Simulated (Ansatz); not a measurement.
Consider TaAs (space group I4_1md, No. 109; a = 3.463 Å, c = 11.733 Å).

All numbers come from Ansatz (a quantum-chemistry and plane-wave program) PBE, no spin-orbit coupling.

One change was made to it. Results:

```json
[
 {"quantity": "density", "base": "12.08 g/cm³", "after": "13.76 g/cm³"},
 {"quantity": "shortest interatomic distance", "base": "2.622 Å", "after": "2.514 Å"},
 {"quantity": "c/a ratio", "base": "3.388", "after": "3.302"}
]
```

**Question.** Name the change that was made.
A. pressure 15 GPa
B. pressure 0.9 GPa
C. pressure 2.1 GPa
D. pressure −1 GPa
E. pressure 30 GPa

**Answer.** E, pressure 30 GPa. For comparison, the density in the other runs: pressure 0.9 GPa gives 12.14 g/cm³; pressure 15 GPa gives 13.00 g/cm³; pressure 2.1 GPa gives 12.22 g/cm³; pressure −1 GPa gives 12.01 g/cm³.

Load acts through the strain it causes; cell and atoms are relaxed under it. Stability against distortions was not tested. No other phases were tried under pressure. The final runs are not spin-polarised.
